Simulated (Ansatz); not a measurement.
The starting structures come from a database of crystals and need not be the phases stable at ambient conditions.

 Where the default PAW files enter, the runs use the earlier of Ansatz's two default sets.

By PBEsol, the system below comes out a metal.

A figure of merit of an interconnect metal is its ballistic conductance per area.

Consider the following.

```
CELL_PARAMETERS angstrom
      3.07005     0.00000     0.00000
     -1.53503     2.65874     0.00000
      0.00000     0.00000     4.53808
ATOMIC_POSITIONS crystal
  W  0.33333 0.66667 0.74633
  W  0.66667 0.33333 0.25367
  C  0.00000 0.00000 0.00000
```

Space group of this cell: P-3m1. The cell is strained (lengths along the current scaled by 0.97, ions clamped); by PBEsol its mean pressure is 0.6 GPa.

The current flows along the normal of the first two printed cell vectors, the (001) (indices of the unstrained crystal) plane of the conventional cell. No spin-orbit coupling; the value is a mean over 0.1 eV about the Fermi level.

Problem. State the ballistic conductance per area according to PBEsol run with Ansatz (an electronic-structure program).

Solution. 1.1 × 10¹⁵ S/m² for both spins.
